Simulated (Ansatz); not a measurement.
# Response to strain in BeTe

Take BeTe in the zinc blende structure (space group F-43m, No. 216; a = 5.554 Å) as the base. Axes: x, y, z lie along the cube axes.

Strains are applied to the cell and any free atomic positions relax; under biaxial strain the out-of-plane vector relaxes too.

Computed with LDA, PAW, 420 eV (Ansatz, a program for electronic structure; spin-orbit coupling left out).

Notes on the quantities. energy relative to the base: free energy F.

```csv
case,ratio −ε⊥/ε∥,energy relative to the base
base,–,0 meV/atom
"biaxial strain −3.00 %, plane normal [001], relaxed out of plane",0.79,+15 meV/atom
"biaxial strain −1.50 %, plane normal [001], relaxed out of plane",0.80,+3.6 meV/atom
"biaxial strain −1.00 %, plane normal [001], relaxed out of plane",0.81,+1.6 meV/atom
"biaxial strain −0.50 %, plane normal [001], relaxed out of plane",–,+0.4 meV/atom
"biaxial strain +0.50 %, plane normal [001], relaxed out of plane",–,+0.4 meV/atom
"biaxial strain +1.00 %, plane normal [001], relaxed out of plane",0.81,+1.5 meV/atom
"biaxial strain +1.50 %, plane normal [001], relaxed out of plane",0.82,+3.3 meV/atom
"biaxial strain +2.00 %, plane normal [001], relaxed out of plane",0.82,+5.8 meV/atom
"biaxial strain +2.50 %, plane normal [001], relaxed out of plane",0.83,+8.9 meV/atom
```

Whether these cells are dynamically stable was not tested.
